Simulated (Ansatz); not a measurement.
The starting structures come from a database of crystals and need not be the phases stable at ambient conditions.

By PBEsol, the system below comes out a metal.

Without scattering a metal conducts by its projected Fermi surface.

```
Au5Sn
1.0
    5.72875     0.00000     0.00000
    1.18587     7.57874     0.00000
   -2.27144     3.78937     2.55074
Sn Au
1 5
Cartesian
  0.00000   0.00000   0.00000
  4.17045   2.49987   0.00000
  2.74417   5.07887   0.00000
 -0.93067   6.33114   1.71094
  0.59294   3.78937   1.67958
  3.30241   8.82633   1.71094
```

Space group of this cell: R32. The cell is taken as given; by PBEsol its mean pressure is -4.3 GPa.

The current flows along the normal of the first two printed cell vectors, the (110) plane of the conventional cell. No spin-orbit coupling; the value is a mean over 0.1 eV about the Fermi level.

Q: State the ballistic conductance per area according to PBEsol (Ansatz, a quantum-chemistry and plane-wave program).

A: 0.61 × 10¹⁵ S/m² for both spins.
